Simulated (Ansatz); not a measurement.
Given:

End structure of a 3x3 cell of the 1x1 (111) surface of fcc Pd, relaxed from a rattled start:

```xyz
36
Lattice="8.3658 0.0000 0.0000 -4.1829 7.2450 0.0000 0.0000 0.0000 26.0000" Properties=species:S:1:pos:R:3 pbc="T T T"
Pd     0.0000     1.6100     9.5922
Pd    -1.3943     4.0250     9.5922
Pd    -2.7886     6.4400     9.5922
Pd     2.7886     1.6100     9.5922
Pd     1.3943     4.0250     9.5922
Pd     0.0000     6.4400     9.5922
Pd     5.5772     1.6100     9.5922
Pd     4.1829     4.0250     9.5922
Pd     2.7886     6.4400     9.5922
Pd     1.3949     0.8044    11.8699
Pd     0.0010     3.2196    11.8701
Pd    -1.3935     5.6343    11.8697
Pd     4.1839     0.8041    11.8699
Pd     2.7900     3.2193    11.8698
Pd     1.3954     5.6343    11.8692
Pd     6.9724     0.8043    11.8701
Pd     5.5788     3.2195    11.8696
Pd     4.1838     5.6341    11.8692
Pd     0.0018    -0.0012    14.1304
Pd    -1.3920     2.4144    14.1307
Pd    -2.7867     4.8290    14.1307
Pd     2.7904    -0.0012    14.1310
Pd     1.3964     2.4138    14.1303
Pd     0.0019     4.8289    14.1304
Pd     5.5792    -0.0013    14.1306
Pd     4.1854     2.4139    14.1303
Pd     2.7907     4.8291    14.1300
Pd     0.0035     1.6085    16.4083
Pd    -1.3910     4.0233    16.4082
Pd    -2.7859     6.4390    16.4087
Pd     2.7917     1.6084    16.4070
Pd     1.3978     4.0235    16.4078
Pd     0.0039     6.4379    16.4087
Pd     5.5801     1.6096    16.4080
Pd     4.1869     4.0224    16.4059
Pd     2.7920     6.4385    16.4083
```

Set-up: 36 atoms, 6.9 Å thick at the start (thin: gaps and levels are the slab's own); mesh 4x4x1; 0.1 eV smearing; dipole correction on; 9 atoms held, the rest relaxed; no symmetry held; no spin, no spin-orbit, no U.

Problem. Predict the work function of the top face from Ansatz (a program for electronic structure) with PBE.

Solution. 5.24 eV
